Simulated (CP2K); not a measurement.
**Sensitivity of a calculation on YPb3 (Pm-3m, 4 atoms in the cell) to its settings**

```xyz
4
Lattice="4.8624 0.0000 0.0000 0.0000 4.8624 0.0000 0.0000 0.0000 4.8624" Properties=species:S:1:pos:R:3 pbc="T T T"
Y      0.0000     0.0000     0.0000
Pb     2.4312     2.4312     0.0000
Pb     0.0000     2.4312     2.4312
Pb     2.4312     0.0000     2.4312
```

Base run A: LDA (Pade form), GPW, DZVP-MOLOPT-SR-GTH basis, GTH-PADE potentials (GTH_POTENTIALS) in CP2K, self-consistent single point.

Its settings: CUTOFF = 500 Ry; REL_CUTOFF = 40 Ry; SMEAR/METHOD = MARZARI_VANDERBILT; SIGMA = 0.05 eV; KPOINTS/SCHEME = MONKHORST-PACK 5 5 5; XC_FUNCTIONAL = PADE; Y/BASIS_SET = DZVP-MOLOPT-SR-GTH-q11; Y/POTENTIAL = GTH-PADE-q11; Pb/BASIS_SET = DZVP-MOLOPT-SR-GTH-q4; Pb/POTENTIAL = GTH-PADE-q4; METHOD = GPW; EPS_DEFAULT = 1e-10; NGRIDS = 5; SCF_GUESS = ATOMIC; EPS_SCF = 1e-07; MAX_SCF = 100; ADDED_MOS = 5; MIXING/METHOD = BROYDEN_MIXING; MIXING/ALPHA = 0.2; MIXING/NBUFFER = 10.

The starting cell comes from a database of computed structures (which also holds hypothetical and non-ambient phases and stackings), without a prior relaxation at this level. Values carry the incompleteness of an atom-centred basis. In the base run, with a pressure of about -4 GPa the cell is away from its equilibrium volume at this level.

ΔF is the free energy per atom less that of run A. A dash stands where there is no value to compare (another energy zero or no entropy term, no result, no spin, no clean gap, or a mesh too coarse for one). Total energies depend on the potentials, the functional and any Hubbard or dispersion term, so they are compared only between runs that share all of them.

Run A gave: pressure (GPa) -4.34; k-points 63.

Runs:
- B: lattice scaled by 1.015
- C: KPOINTS/SCHEME: MONKHORST-PACK 5 5 5 → MONKHORST-PACK 2 2 2
- D: EPS_SCF: 1e-07 → 0.1
- E: KPOINTS/SCHEME: MONKHORST-PACK 5 5 5 → MONKHORST-PACK 4 4 4; GAMMA_CENTERED: default → T
- F: XC_FUNCTIONAL: PADE → GGA_X_LV_RPW86 + PW92; Y/POTENTIAL: GTH-PADE-q11 → GTH-PBE-q11; Pb/POTENTIAL: GTH-PADE-q4 → GTH-PBE-q4; NON_LOCAL/TYPE: default → DRSLL; NON_LOCAL/CUTOFF: default → 100 Ry [vdW-DF-cx]
- G: SIGMA: 0.05 eV → 0.025 eV
- H: REL_CUTOFF: 40 Ry → 20 Ry
- I: XC_SMOOTH_RHO: default → NONE; XC_DERIV: default → SPLINE3
- J: MIXING/NBUFFER: 10 → 6

### Question
What does run B change against A?

### Answer
The free energy rises by 43.0 meV/atom and the pressure goes from -4.34 to -6.08 GPa.

```tsv
run	ΔF (meV/atom)	pressure (GPa)	k-points
A	0.00	-4.34	63
B	43.0	-6.08	63
C	281.7	-2.58	4
D	11.5	-4.95	63
E	20.2	-4.07	36
F	–	1.03	63
G	0.17	-4.34	63
H	0.51	-4.36	63
I	0.00	-4.34	63
J	0.00	-4.34	63
```
